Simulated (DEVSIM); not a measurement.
Structure: Si p+/n-/n+ power diode, at 400 K.

Layer 1 from the left is Si, thickness (μm) 0.910, Na (cm⁻³) 7.4e18, τn (s) 9.2e-5, τp (s) 9.2e-5. Layer 2 from the left is Si, thickness (μm) 15.0, Nd (cm⁻³) 1.8e16, τn (s) 9.2e-5, τp (s) 9.2e-5. Layer 3 from the left is Si, thickness (μm) 5.90, Nd (cm⁻³) 1.8e18, τn (s) 9.2e-5, τp (s) 9.2e-5.

Left contact: ohmic. Right contact: ohmic. Voltage is applied to the left contact. Recombination: SRH at mid-gap, Auger. Mobility is μmin + (μ − μmin)/(1 + (N/Nref)^α).

Constants are typed, rounded textbook-type inputs, not results; the design itself was drawn at random and stands for no fabricated device. Values at 300 K; Nc and Nv go as T^1.5, mobilities as T to minus their exponent, the gap by Varshni's rule with the affinity fixed.

Si: gap (eV) 1.124, affinity (eV) 4.05, permittivity 11.7, Nc (cm⁻³) 2.86e19, Nv (cm⁻³) 3.1e19, μn (cm²/Vs) 1417, μp (cm²/Vs) 470, μn,min 52, μp,min 45, Nref,n 9.7e16, Nref,p 2.2e17, αn 0.68, αp 0.72, T exponent of μn 2.3, T exponent of μp 2.2, Cn (cm⁶/s) 2.8e-31, Cp (cm⁶/s) 9.9e-32, Varshni α (eV/K) 0.000473, Varshni β (K) 636.

Model (solved in DEVSIM): 1D drift-diffusion, Boltzmann statistics, complete ionisation; no tunnelling, impact ionisation, image-force lowering or self-heating.

**Question.** What does the simulation give for the dark forward voltage at 1 A/cm², the dark forward voltage at 100 A/cm², the potential step across the device at zero bias?

**Answer.** dark forward voltage at 1 A/cm² 0.589 V; dark forward voltage at 100 A/cm² 0.753 V; potential step across the device at zero bias 0.922 V.
